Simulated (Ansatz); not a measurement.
Functionals compared on Br on the 1x1 (110) surface of bcc W, one in a 2x2 cell, started at the site 'hollow W-W-W', in Ansatz (plane waves, PAW). The structure was relaxed with PBE; the other rows are single points on it, each with its references at the same level. Cutoff 420 eV (500 eV for r2SCAN).

Model: 17-atom slab, 6.6 Å thick at the start under the adsorbate (thin: gaps and levels are the slab's own), 6x6x1 mesh, Fermi-Dirac 0.1 eV, dipole correction, 8 atoms held, the rest relaxed; start symmetry kept, larger cells not searched; no spin, no spin-orbit, no U, no dispersion correction. At the end it is bonded to 3 W. In PBE it is, or lies within 0.03 eV of, the lowest of the starts that converged. These notes are the PBE run's. Adsorption energies are against ½ Br2(g). A negative adsorption energy means that the adsorbate is more stable on the surface than in its reference.

| functional | adsorption energy (eV) | work function of the top face (eV) | change of the work function (eV) | rough cost of the single point |
|---|---|---|---|---|
| PBE | -2.43 | 4.25 | -0.57 | – |
| RPBE | -2.17 | 4.15 | -0.54 | about 110 core-seconds (a rough figure) |
| r2SCAN | -2.70 | 4.34 | -0.56 | very roughly 3 core-minutes |

Ansatz is a quantum-chemistry and plane-wave program.
